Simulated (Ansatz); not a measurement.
**La2O3 under a change: pressure 50 GPa**

Consider La₂O₃ (space group P-3m1, No. 164; a = 3.906 Å, c = 6.040 Å).

Now apply this change: a hydrostatic pressure of 50 GPa.

All numbers come from PBEsol (Ansatz, a quantum-chemistry and plane-wave program; PAW; 420 eV plane waves; spin-orbit coupling left out). Γ-centred 10×10×6 mesh, Fermi–Dirac width 0.05 eV.

| quantity | base | changed | shift |
|---|---|---|---|
| lattice parameter a | 3.906 Å | 3.754 Å | -0.1525 Å |
| c/a ratio | 1.546 | 1.350 | -0.1966 |
| shortest interatomic distance | 2.349 Å | 2.227 Å | -0.122 Å |
| enthalpy H = E + PV relative to the base's energy | – | +4.30 eV/atom | – |
| band gap | 3.77 eV | 3.60 eV | -0.17 eV |
| gap character | indirect, L → K | indirect, L → K | – |
| smallest direct gap | 3.86 eV | 3.72 eV | -0.14 eV |
| width of the top valence band | 0.41 eV | 0.56 eV | +0.15 eV |
| electron mass | 1.3 mₑ (at K) | 1.2 mₑ along c, 1.0 mₑ across (at K) | – |
| valley order (the lowest conduction-band minima on the path, energy above the VBM, named in the base's zone) | – | K (1/3, 1/3, 0) 3.60 eV; Γ 3.78 eV | – |

Final structure:

```
CELL_PARAMETERS angstrom
      3.75358     0.00000     0.00000
     -1.87679     3.25069     0.00000
      0.00000     0.00000     5.06605
ATOMIC_POSITIONS crystal
  La 0.33333 0.66667 0.22322
  La 0.66667 0.33333 0.77678
  O  0.00000 0.00000 0.00000
  O  0.33333 0.66667 0.66277
  O  0.66667 0.33333 0.33723
```

Cost of the whole job for the changed cell (relaxation, final SCF and bands): roughly 90 core-seconds.

Load acts through the strain it causes; cell and atoms are relaxed under it. Effective masses come from finite differences of ±0.01 Å⁻¹. No phonon test of stability was made. No other phases were tried under pressure.
